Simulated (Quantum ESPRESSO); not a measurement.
A self-consistent single point of CaAu₂ (P1, 6 atoms in the cell) with Quantum ESPRESSO.

Computed with PBEsol, GBRV 1.5 ultrasoft (PBESOL) pseudopotentials (plane waves; Quantum ESPRESSO).

The change in words: atoms moved at random. Reference geometry:
```xyz
6
Lattice="-2.2547 3.4879 4.0874 2.2547 -3.4879 4.0874 2.2547 3.4879 -4.0874" Properties=species:S:1:pos:R:3 pbc="T T T"
Ca     0.0000     1.7440     3.7416
Ca     2.2547     1.7440     0.3458
Au     2.2547    -0.2738     2.7786
Au     0.0000     3.7617     1.3088
Au     0.0000     0.2738     6.8661
Au     2.2547     3.2141    -2.7786
```

Reference input (self-consistent single point, DFT, PBEsol, plane waves, GBRV 1.5 ultrasoft (PBESOL) pseudopotentials): ecutwfc = 40 Ry; ecutrho = 320 Ry; occupations = smearing; smearing = gaussian; degauss = 0.0073499 Ry; potentials = {Ca: ca_pbesol_v1.uspp.F.UPF, Au: au_pbesol_v1.uspp.F.UPF}; K_POINTS = automatic 5 5 5 0 0 0; conv_thr = 1e-11 Ry; mixing_beta = 0.4. This run's input differs from it in these lines:

```diff
@@ -26,8 +26,8 @@
 ATOMIC_POSITIONS angstrom
-Ca    0.00000000    1.74395300    3.74164624
-Ca    2.25473400    1.74395300    0.34579776
-Au    2.25473400   -0.27380062    2.77864443
-Au    0.00000000    3.76170662    1.30879957
-Au    0.00000000    0.27380062    6.86608843
-Au    2.25473400    3.21410538   -2.77864443
+Ca    0.01417551    1.71297691    3.70639203
+Ca    2.21105755    1.71172824    0.36325524
+Au    2.23771527   -0.29001938    2.82924699
+Au    0.00494012    3.79933066    1.34033420
+Au   -0.03020667    0.29884030    6.83403061
+Au    2.32652022    3.23086128   -2.81092706
 K_POINTS automatic
```

Output, abridged:

```
     Self-consistent Calculation

     iteration #  1     ecut=    40.00 Ry     beta= 0.40

     total energy              =    -608.67491929 Ry
     estimated scf accuracy    <       0.86675365 Ry

     iteration #  2     ecut=    40.00 Ry     beta= 0.40

     total energy              =    -608.96518129 Ry
     estimated scf accuracy    <       0.13188058 Ry

     iteration #  3     ecut=    40.00 Ry     beta= 0.40

     total energy              =    -608.97630562 Ry
     estimated scf accuracy    <       0.01277319 Ry

   [... 9 blocks of this kind left out ...]

     iteration # 13     ecut=    40.00 Ry     beta= 0.40

     total energy              =    -608.97958760 Ry
     estimated scf accuracy    <          9.0E-11 Ry

     iteration # 14     ecut=    40.00 Ry     beta= 0.40
     End of self-consistent calculation

     the Fermi energy is    11.4946 ev

!    total energy              =    -608.97958760 Ry
     estimated scf accuracy    <          9.7E-12 Ry
     smearing contrib. (-TS)   =      -0.00084025 Ry
     internal energy E=F+TS    =    -608.97874735 Ry

     convergence has been achieved in  14 iterations

     Forces acting on atoms (cartesian axes, Ry/au):

     atom    1 type  1   force =    -0.00123914    0.00378090    0.00269240
     atom    2 type  1   force =     0.00684701    0.00395905   -0.00033074
     atom    3 type  2   force =     0.01593278   -0.00042460   -0.00796386
     atom    4 type  2   force =    -0.01086844   -0.00096391   -0.00684380
     atom    5 type  2   force =     0.01048341   -0.00202862    0.00824181
     atom    6 type  2   force =    -0.02115562   -0.00432282    0.00420419

     Total force =     0.035142     Total SCF correction =     0.000016

          total   stress  (Ry/bohr**3)                   (kbar)     P=       14.85
   0.00016031   0.00000359   0.00009459           23.58        0.53       13.92
   0.00000359   0.00005770   0.00000052            0.53        8.49        0.08
   0.00009459   0.00000052   0.00008492           13.92        0.08       12.49

   JOB DONE.
```

The run converged in 14 iterations. Against the reference run the free energy goes up by 8.7 meV/atom, the pressure goes from 1.25 to 1.49 GPa and the largest force goes from 0.034 to 0.566 eV/Å.

The starting cell comes from a database of computed structures (which also holds hypothetical and non-ambient phases and stackings), without a prior relaxation at this level. Its lattice was rescaled by a random factor within 2.5 % of one. For this run, on top of that: atoms moved at random.

Cost on one core of a shared machine: roughly 3 min.
